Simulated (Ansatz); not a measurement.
The reference is SnTe in the rock salt structure (space group Fm-3m, No. 225; a = 6.2348 Å).

Level of theory: LDA (Ansatz, a quantum-chemistry and plane-wave program), scalar-relativistic without spin-orbit coupling.

Base values:

```
Property    Result
--------  --------
Pressure  0.0 kbar
```

One thing is altered: every lattice vector is stretched by 1.00 %; the atoms relax in the strained cell.

Problem. How does this affect the energy relative to the base?

Solution. The energy increases by 4.2 meV/atom.

Problem. Predict the new pressure.

Solution. The pressure goes from zero to -14.1 kbar.

Whether these cells are dynamically stable was not tested.
